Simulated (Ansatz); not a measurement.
Consider interstitial Mg in zinc-blende GaAs, charge state +2. The step: Mg moves alone to another site; the atom moves 2.48 Å along (0.25, 0.25, -0.25) of the unit cell; the moving atom starts with neighbours 3 As at 2.57, As at 2.59; 6 Ga at 2.98 Å and ends with 3 As at 2.87, 3 As at 2.88; 3 Ga at 2.70, Ga at 2.71 Å. DFT values are from Ansatz (plane-wave PAW, 420 eV unless said) in a cell of 64 host sites, spin-restricted, static, with no finite-size correction. The charge state is imposed; whether it is stable for some Fermi level was not computed. Sites that were not tried may lie lower. For the PBE band: the saddle point's order was not checked, and it lies on a symmetry element of the cell, where a band can be held.

```json
[
 {"Level": "CHGNet universal potential (has no charge state), its own band", "Forward barrier (eV)": "0.16", "Cost of the band or of the saddle's single point": "-"},
 {"Level": "PBE, one k-point at (0.250, 0.250, 0.250), band relaxed", "Forward barrier (eV)": "0.74", "Cost of the band or of the saddle's single point": "around 40 core-minutes (rough)"},
 {"Level": "PBE, a 2×2×2 k-point mesh shifted by half a step, same geometries", "Forward barrier (eV)": "0.74", "Cost of the band or of the saddle's single point": "roughly 12 core-minutes"},
 {"Level": "r2SCAN at 500 eV, one k-point at (0.250, 0.250, 0.250), same geometries", "Forward barrier (eV)": "0.79", "Cost of the band or of the saddle's single point": "around 5 core-minutes (rough)"}
]
```

Ansatz is a program for electronic structure.
